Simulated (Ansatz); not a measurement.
The starting structures come from a database of crystals and need not be the phases stable at ambient conditions.

By PBEsol, the system below comes out a metal.

Given:

```xyz
2
Lattice="3.3233 0.0000 0.0000 0.0000 4.6999 0.0000 0.0000 2.3499 2.3499" Properties=species:S:1:pos:R:3 pbc="T T T"
Zr     1.6617     2.3499     0.0000
Zn     0.0000     0.0000     0.0000
```

The cell is taken as given; by PBEsol it stands under a pressure of -3.1 GPa.

The current flows along the normal of the first two printed cell vectors, the (110) plane of the conventional cell. No spin-orbit coupling; the value is a mean over 0.1 eV about the Fermi level.

Predict the ballistic conductance per area from Ansatz (an electronic-structure program) with PBEsol.

0.15 × 10¹⁵ S/m² for both spins.
